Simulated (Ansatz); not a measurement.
CuGaSe2: band gap against strain

CuGaSe2 (chalcopyrite, I-42d, 21.475 Å³/atom and stress up to 0.01 GPa in the relaxed cell, c along z) under an equal strain ε along all three axes. PBEsol in Ansatz, a plane-wave DFT program (PAW, default set), 420 eV, 8×8×8 Γ-centred mesh, Fermi-Dirac smearing 0.05 eV; ions are relaxed, or left where forces stay under 0.02 eV/Å, within the symmetry of each cell. Gaps are the smallest over the k-mesh and a band path, without spin-orbit coupling; in all rows the valence edge lies at Γ and the conduction edge at Γ.

Here s stands for strain and Eg for gap.

| strain (%) | gap (eV) |
|---|---|
| -3.00 | ? |
| -2.25 | 0.421 |
| -1.50 | 0.317 |
| -0.75 | 0.217 |
| 0.00 | 0.121 |

Problem. Using a straight line, estimate the missing Eg at s = -3.00 from the other rows, showing the fit.

Solution. Means: s -1.1250, Eg 0.2690. About the means, the sum of products is -0.37500 and the sum of squares of s is 2.8125; the slope is their ratio. Least squares gives Eg = 0.1190 - 0.13333·s. Residuals (row less fit): 0.0020, -0.0020, -0.0020, 0.0020; standard error 0.0028 (degrees of freedom: 2). Over these rows the gap moves by -13.3 ± 0.2 eV per unit strain, or -4.4 eV per unit of ln V. At the withheld row, Eg = 0.1190 - 0.13333 × (-3.00) = 0.5190 eV. The calculation gives 0.531 eV, 0.0120 eV above the prediction (2.9 % of the range of Eg in the table). The row lies outside the fitted rows, so this is an extrapolation. From the scatter of the fitted rows alone, a prediction at this place has a standard error of 0.0045 eV, so the miss is 2.7 times that.

Other structures, which can take over under pressure, weren't tried. Spin-orbit coupling is left out, which can shift this property for GaCuSe2. Rows are the converged runs of the series near zero and its far end; series whose fitted rows scatter by over a few per cent of the range, as at a crossing or softening among them, aren't shown in this form, nor equations of state whose B0' disagrees with the runs' pressures. Most that stay on the fit to the last digits aren't either.
